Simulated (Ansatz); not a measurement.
VF₄ (P2₁/c, No. 14, 10 atoms in the cell), treated with LDA (Ansatz, a quantum-chemistry and plane-wave program, PAW).

Numerical settings: plane-wave cutoff 500 eV, 8×8×8 k mesh, gaussian smearing 0.02 eV, spin-polarised with parallel moments, scalar-relativistic PAW data made under PBE.

Cell (relaxed at this level):

VF$_{4}$ has the monoclinic space group P2₁/c (No. 14), Pearson symbol mP10. Conventional cell: a = 5.120 Å, b = 4.823 Å, c = 5.240 Å, α = 90.00°, β = 117.79°, γ = 90.00°. F1 on 4e is coordinated by 1 V at 1.720 Å. V on 2a is surrounded by 2 F at 1.720 Å and 4 F at 1.897–1.899 Å (octahedral). F2 on 4e is surrounded by 2 V at 1.897–1.899 Å (bent). (Neighbours: up to the widest gap in distance over summed covalent radii, below 1.35, at either atom; cation-cation and far metal-metal contacts left out.)

Question: Estimate the band gap that the calculation returns.

Answer: 
- band gap: 0.13 eV (on the SCF k mesh)

Note: the magnetic order was assumed, not searched for or taken from measurement; the relaxation could not lower the start's symmetry, so the cell can be a saddle point above a distorted one; the moments ended far under their starting size, a low-moment state that need not be the lowest.

The computed numbers hold no vibrational or temperature effects.
